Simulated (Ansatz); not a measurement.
Data:

End structure of a constructed model of the (111) surface of fcc Au, a layer of In in place of the second plane (bottom of the slab: a bare face, its two planes held):

```xyz
6
Lattice="2.9396 0.0000 0.0000 -1.4698 2.5458 0.0000 0.0000 0.0000 28.5000" Properties=species:S:1:pos:R:3 pbc="T T T"
Au     0.0000     1.6972     8.2136
Au     1.4698     0.8486    10.6137
Au     0.0000     0.0000    13.0046
Au     0.0000     1.6972    15.4668
In     1.4698     0.8486    18.1324
Au     0.0000     0.0000    20.8351
```

Model: 6-atom slab, 12.1 Å thick at the start, 15x15x1 mesh, Fermi-Dirac 0.1 eV, dipole correction, 2 atoms held, the rest relaxed; symmetry of the start imposed; no spin, no spin-orbit, no U. In PBE it is, or lies within 0.01 eV a 1x1 cell of, the lowest of the 2 structures of its composition computed so far; larger cells were not tried.

**Question.** Predict the work function of the top face from PBE run with Ansatz (a quantum-chemistry and plane-wave program).

**Answer.** 5.16 eV
